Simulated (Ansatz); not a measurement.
The starting structures come from a database of crystals and need not be the phases stable at ambient conditions.

 Where the default PAW files enter, the runs use the earlier of Ansatz's two default sets.

Consider the following.

```yaml
crystal:
  lattice:
    - [3.55827, 0.00000, 0.00000]
    - [0.00000, 3.55827, 0.00000]
    - [1.77914, -1.77914, 2.44060]
  atoms:
    - { symbol: Hf, position: [0.00000, 0.00000, 0.00000] }
    - { symbol: O, position: [0.25000, 0.25000, 0.50000] }
    - { symbol: O, position: [0.75000, 0.75000, 0.50000] }
```

Space group of this cell: I4/mmm. The cell is strained (lengths along the current scaled by 0.97, ions clamped); by r2SCAN its mean pressure is 13.9 GPa.

Transport runs along the normal of the first two printed cell vectors, the (001) (indices of the unstrained crystal) plane of the conventional cell.

The gap is the functional's own. No spin-orbit coupling. Mid-gap values are interpolated on the energy grid.

### Question
State the band gap and the smallest decay constant κ at mid-gap according to r2SCAN in Ansatz (a first-principles code).

### Answer
Gap 4.11 eV on a 12×12×12 mesh; κ = 0.302 1/Å, at the zone centre.
